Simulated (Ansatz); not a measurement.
# A computed series for TaAs: pressure series

Consider TaAs (space group I4_1md, No. 109; a = 3.442 Å, c = 11.712 Å).

Cell and atoms are relaxed at each pressure.

The values are results of r2SCAN, PAW, 500 eV (Ansatz, an electronic-structure program; no SOC), not measurements.

Candidates:
(a) pressure 4.5 GPa
(b) pressure 9 GPa
(c) pressure 22.5 GPa

Before the change:

| Property | Value |
|---|---|
| c/a ratio | 3.403 |

Problem. Order them by c/a ratio, lowest first.

Solution. (c) pressure 22.5 GPa (3.342), (b) pressure 9 GPa (3.377), (a) pressure 4.5 GPa (3.390)

Load acts through the strain it causes; cell and atoms are relaxed under it. Stability against distortions was not tested. Competing high-pressure phases were not computed. The final runs are not spin-polarised.
